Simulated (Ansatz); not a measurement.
## Several settings converged on Ti3Al (P3m1, 8 atoms in the cell)

```xyz
8
Lattice="5.7764 0.0000 0.0000 -2.8882 5.0025 0.0000 0.0000 0.0000 4.6537" Properties=species:S:1:pos:R:3 pbc="T T T"
Ti     2.8882     3.3007     1.1634
Ti     0.0000     1.7019     3.4903
Ti    -1.4144     4.1516     3.4903
Ti     4.3026     0.8509     1.1634
Ti     1.4739     0.8509     1.1634
Ti     1.4144     4.1516     3.4903
Al     0.0000     3.3350     1.2134
Al     2.8882     1.6675     3.4903
```

Base method: LDA (PW92), default PAW files made with PBE (plane waves; Ansatz, a quantum-chemistry and plane-wave program).

Base settings: basis.ecutwfc = 420 eV; kpoints.mp_grid.grid = 6 6 6; hamiltonian.xc = lda; hamiltonian.pseudopotentials = {kind: paw} (the program's default PAW files); scf.occupations.method = fermi_dirac; scf.occupations.width = 0.1 eV.

The count of work is k-points × plane waves × bands × iterations; it is no time. Core times come from one kind of shared machine, to one figure; runs under 30 s give none.

**The k-point mesh at a smearing width of 0.02 eV**

In this ladder: scf.occupations.width = 0.02 eV.

Only quantities that move along the ladder and can be compared are tabulated.

| kpoints.mp_grid.grid | free energy less the last step's (meV/atom) | largest difference of a force vector from the last step's (eV/Å) | count of work / last |
|---|---|---|---|
| 3 3 3 | -2.70 | 0.106 | 0.016 |
| 4 4 4 | 0.89 | 0.040 | 0.030 |
| 4 4 5 | 1.15 | 0.043 | 0.032 |
| 5 5 5 | -0.78 | 0.047 | 0.043 |
| 6 6 7 | -0.27 | 0.004 | 0.084 |
| 9 9 10 | 0.11 | 0.005 | 0.23 |
| 13 13 14 | 0.08 | 0.003 | 0.58 |
| 16 16 17 | 0.00 | 0.000 | 1.0 |

Coarsest kpoints.mp_grid.grid that holds the free energy within 1 meV/atom of the last step, with all finer ones: 5 5 5, at 0.043 of the last step's count of work; the step before is off by 1.1 meV/atom.

Coarsest kpoints.mp_grid.grid that holds the forces within 0.02 eV/Å of the last step, with all finer ones: 6 6 7, at 0.084 of the last step's count of work; the step before is off by 0.047 eV/Å.

**The width of Fermi-Dirac smearing**

In this ladder: kpoints.mp_grid.grid = 10 10 10.

Narrow widths need finer meshes than wide ones, so the last steps can hold mesh noise.

Only quantities that move along the ladder and can be compared are tabulated; pressure and forces are left out, as mesh noise rules them at narrow widths.

| scf.occupations.width | free energy less the last step's (meV/atom) | energy extrapolated to zero width less the last step's (meV/atom) | core time / last (rough) |
|---|---|---|---|
| 1 eV | -1850.47 | -146.45 | 2 |
| 0.5 eV | -479.12 | 9.11 | 2 |
| 0.3 eV | -161.19 | 15.30 | 1 |
| 0.2 eV | -62.91 | 10.48 | 1.0 |
| 0.1 eV | -9.97 | 2.13 | 0.9 |
| 0.05 eV | 0.00 | 0.00 | 1 |

Widest scf.occupations.width that holds the energy extrapolated to zero width within 1 meV/atom: not settled: the last two steps still differ by 2.1 meV/atom, over half the tolerance, so the ladder does not show it.

Widest scf.occupations.width that holds the free energy within 5 meV/atom: not settled: the last two steps still differ by 10.0 meV/atom, over half the tolerance, so the ladder does not show it.

The extrapolation to zero width removes most of the smearing's effect on the energy.

**The width of cold smearing**

In this ladder: kpoints.mp_grid.grid = 10 10 10; scf.occupations.method = cold.

Narrow widths need finer meshes than wide ones, so the last steps can hold mesh noise.

Only quantities that move along the ladder and can be compared are tabulated; pressure and forces are left out, as mesh noise rules them at narrow widths.

```csv
scf.occupations.width,free energy less the last step's (meV/atom),core time / last (rough)
1 eV,9.19,1
0.5 eV,16.19,1
0.3 eV,9.03,0.9
0.2 eV,3.95,1
0.1 eV,0.00,1
```

Widest scf.occupations.width that holds the free energy within 5 meV/atom: not settled: the last two steps still differ by 3.9 meV/atom, over half the tolerance, so the ladder does not show it.

On the base run: the starting cell comes from a database of computed structures (which also holds hypothetical and non-ambient phases and stackings), without a prior relaxation at this level. Its lattice was rescaled by up to half a per cent. One atom was moved a little off its site on purpose. Spin polarisation is off. In the base run, with a pressure of about -8 GPa the cell is away from its equilibrium volume at this level. Ansatz's pressure includes its estimate of the finite-basis (Pulay) stress.

Left out of this page: 4 runs of the series outside the window shown, repeating another row's setting, or not comparable.

Keys are those of Ansatz 0.2.
